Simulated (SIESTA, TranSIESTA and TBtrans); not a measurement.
## Ir chain with one Ru atom in place of Ir

System: Ir chain with one Ru atom in place of Ir. Leads: straight Ir chain, spacing 2.438 Å. Geometry: as built, not relaxed.

TranSIESTA and TBtrans, PBE, DZP numerical orbitals (energy shift 0.15 eV), PseudoDojo norm-conserving scalar-relativistic potentials, mesh cutoff 200 Ry, 300 K, spin-polarised (collinear), no spin-orbit coupling; self-consistent non-equilibrium Green functions.

```
Item                                                           Value
-------------------------------------------------------------  -----
Conductance at 300 K (G0 = 2e²/h)                               4.34
Mean T from −0.5 to 0.5 eV                                      4.07
Spin polarisation of the conductance, (up − down)/(up + down)  -0.19
```

Energies count from the leads' Fermi level. Transmissions are for each spin. The energy step is 0.01 eV; narrower resonances are cut or missed.

```
E (eV)  T up  T down  lead channels up       down
------  ----  ------  ----------------  ---------
-1.95   3.62    2.94                 4          3
-1.80   3.63    2.94                 4          3
-1.65   3.73    2.93                 4          3
-1.50   3.84    2.93                 4          3
-1.35   4.26    3.76         band edge          4
-1.20   4.23    3.84                 6          4
-1.05   4.74    3.81                 6          4
-0.90   4.44    3.73                 6          4
-0.75   4.63    3.68                 6          4
-0.60   5.16    5.62         band edge          6
-0.45   3.84    5.58                 4          6
-0.30   3.78    5.42                 4          6
-0.15   3.66    5.25                 4          6
0.00    3.51    5.19                 4          6
0.15    3.34    4.91                 4  band edge
0.30    3.03    3.47                 4          4
0.45    2.09    3.45                 3          4
0.60    2.73    3.42                 3          4
0.75    2.73    3.33                 3          4
0.90    2.65    3.05                 3          4
1.05    1.89    2.78                 3          3
1.20    0.97    2.26                 1          3
1.35    0.98    2.42                 1          3
1.50    0.98    1.66                 1          3
1.65    0.99    0.96                 1          1
1.80    0.99    0.97                 1          1
1.95    0.99    0.98                 1          1
```

The magnetic order of the leads was set by the start, and no other order was tried; the separate lead runs end at 0.96 (left) and 0.96 (right) μB an atom. The straight chain is held at its spacing; free chains may zigzag or dimerise. Spin-orbit coupling, left out here, matters for the heavy atoms.
